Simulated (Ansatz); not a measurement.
Cell of (MgSe)7/(CdSe)7 zinc blende (110) superlattice on MgSe (MgSe and CdSe held in this type, which need not be the stable form), with its geometry taken from a PBE run:

```
CELL_PARAMETERS angstrom
      4.23930     0.00000     0.00000
      0.00000     5.99490     0.00000
      0.00000     0.00000    30.66064
ATOMIC_POSITIONS crystal
  Mg 0.00000 0.99717 0.00079
  Se 0.50000 0.24325 0.00159
  Mg 0.50000 0.49683 0.06995
  Se 0.00000 0.74593 0.06971
  Mg 0.00000 0.99628 0.13890
  Se 0.50000 0.24615 0.13902
  Mg 0.50000 0.49640 0.20809
  Se 0.00000 0.74639 0.20809
  Mg 0.00000 0.99628 0.27729
  Se 0.50000 0.24615 0.27717
  Mg 0.50000 0.49683 0.34624
  Se 0.00000 0.74593 0.34648
  Mg 0.00000 0.99717 0.41540
  Se 0.50000 0.24325 0.41460
  Cd 0.50000 0.49526 0.48650
  Se 0.00000 0.76218 0.48620
  Cd 0.00000 0.99604 0.56038
  Se 0.50000 0.26095 0.56053
  Cd 0.50000 0.49714 0.63426
  Se 0.00000 0.76174 0.63429
  Cd 0.00000 0.99736 0.70809
  Se 0.50000 0.26200 0.70809
  Cd 0.50000 0.49714 0.78193
  Se 0.00000 0.76174 0.78190
  Cd 0.00000 0.99604 0.85581
  Se 0.50000 0.26095 0.85566
  Cd 0.50000 0.49526 0.92969
  Se 0.00000 0.76218 0.92999
```

These are r2SCAN (plane waves to 500 eV, PAW; Ansatz, a first-principles code) values and carry that method's errors. Spin–orbit coupling is left out. Its k-point mesh 6×4×1, Fermi–Dirac width 0.01 eV.

Give the plane-averaged electrostatic potential energy of an electron along the normal (the smooth PAW potential), about its mean over the cell.


```json
[
 {"z (Å)": "0.000", "V (eV)": "-2.98"},
 {"z (Å)": "0.273", "V (eV)": "-2.23"},
 {"z (Å)": "0.545", "V (eV)": "-0.31"},
 {"z (Å)": "0.818", "V (eV)": "1.55"},
 {"z (Å)": "1.090", "V (eV)": "2.52"},
 {"z (Å)": "1.226", "V (eV)": "2.25"},
 {"z (Å)": "1.499", "V (eV)": "0.62"},
 {"z (Å)": "1.772", "V (eV)": "-1.41"},
 {"z (Å)": "2.044", "V (eV)": "-2.89"},
 {"z (Å)": "2.317", "V (eV)": "-2.64"},
 {"z (Å)": "2.589", "V (eV)": "-0.86"},
 {"z (Å)": "2.862", "V (eV)": "1.18"},
 {"z (Å)": "3.134", "V (eV)": "2.52"},
 {"z (Å)": "3.270", "V (eV)": "2.51"},
 {"z (Å)": "3.543", "V (eV)": "1.16"},
 {"z (Å)": "3.816", "V (eV)": "-0.88"},
 {"z (Å)": "4.088", "V (eV)": "-2.65"},
 {"z (Å)": "4.361", "V (eV)": "-2.90"},
 {"z (Å)": "4.633", "V (eV)": "-1.41"},
 {"z (Å)": "4.906", "V (eV)": "0.65"},
 {"z (Å)": "5.178", "V (eV)": "2.30"},
 {"z (Å)": "5.451", "V (eV)": "2.35"},
 {"z (Å)": "5.587", "V (eV)": "1.66"},
 {"z (Å)": "5.860", "V (eV)": "-0.28"},
 {"z (Å)": "6.132", "V (eV)": "-2.25"},
 {"z (Å)": "6.405", "V (eV)": "-3.02"},
 {"z (Å)": "6.677", "V (eV)": "-1.94"},
 {"z (Å)": "6.950", "V (eV)": "0.09"},
 {"z (Å)": "7.222", "V (eV)": "1.95"},
 {"z (Å)": "7.495", "V (eV)": "2.54"},
 {"z (Å)": "7.631", "V (eV)": "2.08"},
 {"z (Å)": "7.904", "V (eV)": "0.29"},
 {"z (Å)": "8.176", "V (eV)": "-1.76"},
 {"z (Å)": "8.449", "V (eV)": "-3.00"},
 {"z (Å)": "8.721", "V (eV)": "-2.42"},
 {"z (Å)": "8.994", "V (eV)": "-0.51"},
 {"z (Å)": "9.266", "V (eV)": "1.48"},
 {"z (Å)": "9.539", "V (eV)": "2.58"},
 {"z (Å)": "9.811", "V (eV)": "1.75"},
 {"z (Å)": "9.948", "V (eV)": "0.84"},
 {"z (Å)": "10.220", "V (eV)": "-1.23"},
 {"z (Å)": "10.493", "V (eV)": "-2.82"},
 {"z (Å)": "10.765", "V (eV)": "-2.73"},
 {"z (Å)": "11.038", "V (eV)": "-1.05"},
 {"z (Å)": "11.310", "V (eV)": "0.97"},
 {"z (Å)": "11.583", "V (eV)": "2.41"},
 {"z (Å)": "11.855", "V (eV)": "2.03"},
 {"z (Å)": "11.992", "V (eV)": "1.25"},
 {"z (Å)": "12.264", "V (eV)": "-0.68"},
 {"z (Å)": "12.537", "V (eV)": "-2.49"},
 {"z (Å)": "12.809", "V (eV)": "-2.91"},
 {"z (Å)": "13.082", "V (eV)": "-1.53"},
 {"z (Å)": "13.354", "V (eV)": "0.63"},
 {"z (Å)": "13.627", "V (eV)": "2.47"},
 {"z (Å)": "13.899", "V (eV)": "2.70"},
 {"z (Å)": "14.172", "V (eV)": "0.93"},
 {"z (Å)": "14.308", "V (eV)": "-0.06"},
 {"z (Å)": "14.581", "V (eV)": "-1.38"},
 {"z (Å)": "14.853", "V (eV)": "-1.97"},
 {"z (Å)": "15.126", "V (eV)": "-1.72"},
 {"z (Å)": "15.398", "V (eV)": "-0.68"},
 {"z (Å)": "15.671", "V (eV)": "1.23"},
 {"z (Å)": "15.944", "V (eV)": "3.04"},
 {"z (Å)": "16.216", "V (eV)": "2.77"},
 {"z (Å)": "16.352", "V (eV)": "1.84"},
 {"z (Å)": "16.625", "V (eV)": "-0.25"},
 {"z (Å)": "16.897", "V (eV)": "-1.49"},
 {"z (Å)": "17.170", "V (eV)": "-1.95"},
 {"z (Å)": "17.442", "V (eV)": "-1.56"},
 {"z (Å)": "17.715", "V (eV)": "-0.41"},
 {"z (Å)": "17.988", "V (eV)": "1.60"},
 {"z (Å)": "18.260", "V (eV)": "3.13"},
 {"z (Å)": "18.533", "V (eV)": "2.45"},
 {"z (Å)": "18.669", "V (eV)": "1.40"},
 {"z (Å)": "18.941", "V (eV)": "-0.55"},
 {"z (Å)": "19.214", "V (eV)": "-1.63"},
 {"z (Å)": "19.487", "V (eV)": "-1.94"},
 {"z (Å)": "19.759", "V (eV)": "-1.40"},
 {"z (Å)": "20.032", "V (eV)": "-0.09"},
 {"z (Å)": "20.304", "V (eV)": "2.03"},
 {"z (Å)": "20.577", "V (eV)": "3.17"},
 {"z (Å)": "20.713", "V (eV)": "2.90"},
 {"z (Å)": "20.986", "V (eV)": "0.96"},
 {"z (Å)": "21.258", "V (eV)": "-0.83"},
 {"z (Å)": "21.531", "V (eV)": "-1.76"},
 {"z (Å)": "21.803", "V (eV)": "-1.90"},
 {"z (Å)": "22.076", "V (eV)": "-1.21"},
 {"z (Å)": "22.348", "V (eV)": "0.28"},
 {"z (Å)": "22.621", "V (eV)": "2.41"},
 {"z (Å)": "22.893", "V (eV)": "3.13"},
 {"z (Å)": "23.030", "V (eV)": "2.63"},
 {"z (Å)": "23.302", "V (eV)": "0.54"},
 {"z (Å)": "23.575", "V (eV)": "-1.06"},
 {"z (Å)": "23.847", "V (eV)": "-1.85"},
 {"z (Å)": "24.120", "V (eV)": "-1.82"},
 {"z (Å)": "24.392", "V (eV)": "-0.98"},
 {"z (Å)": "24.665", "V (eV)": "0.68"},
 {"z (Å)": "24.937", "V (eV)": "2.74"},
 {"z (Å)": "25.074", "V (eV)": "3.16"},
 {"z (Å)": "25.346", "V (eV)": "2.28"},
 {"z (Å)": "25.619", "V (eV)": "0.15"},
 {"z (Å)": "25.891", "V (eV)": "-1.28"},
 {"z (Å)": "26.164", "V (eV)": "-1.92"},
 {"z (Å)": "26.436", "V (eV)": "-1.72"},
 {"z (Å)": "26.709", "V (eV)": "-0.74"},
 {"z (Å)": "26.981", "V (eV)": "1.12"},
 {"z (Å)": "27.254", "V (eV)": "2.99"},
 {"z (Å)": "27.390", "V (eV)": "3.20"},
 {"z (Å)": "27.663", "V (eV)": "1.96"},
 {"z (Å)": "27.935", "V (eV)": "-0.17"},
 {"z (Å)": "28.208", "V (eV)": "-1.47"},
 {"z (Å)": "28.480", "V (eV)": "-1.98"},
 {"z (Å)": "28.753", "V (eV)": "-1.65"},
 {"z (Å)": "29.025", "V (eV)": "-0.58"},
 {"z (Å)": "29.298", "V (eV)": "1.32"},
 {"z (Å)": "29.434", "V (eV)": "2.29"},
 {"z (Å)": "29.707", "V (eV)": "2.77"},
 {"z (Å)": "29.979", "V (eV)": "1.31"},
 {"z (Å)": "30.252", "V (eV)": "-0.85"},
 {"z (Å)": "30.524", "V (eV)": "-2.64"}
]
```
